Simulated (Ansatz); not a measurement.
The parent structure is Sn in the diamond structure (space group Fd-3m, No. 227; a = 6.541 Å; relaxed with 0.1 eV smearing). Axes: x, y, z lie along the cube axes.

Method: Ansatz (a first-principles code) PBEsol, no spin-orbit coupling.

Strains are applied to the cell and any free atomic positions relax; under stress the whole cell relaxes.

One change was made to it. Results:

```json
[
 {"quantity": "energy relative to the base (free energy F)", "base": "0 meV/atom", "after": "+2.5 meV/atom"},
 {"quantity": "band gap", "base": "zero", "after": "zero"},
 {"quantity": "volume per atom", "base": "34.98 Å³", "after": "35.26 Å³"}
]
```

Problem. What was done to the base?
A. isotropic strain +1.45 %
B. uniaxial stress, 1 GPa tension along z
C. uniaxial strain ε_yy = −4.13 %
D. uniaxial stress, 0.5 GPa tension along x

Solution. B, uniaxial stress, 1 GPa tension along z. For comparison, the energy relative to the base in the other runs: isotropic strain +1.45 % gives +8.1 meV/atom; uniaxial stress, 0.5 GPa tension along x gives +0.7 meV/atom; uniaxial strain ε_yy = −4.13 % gives +12 meV/atom.

Stability under load was not tested beyond the relaxation.
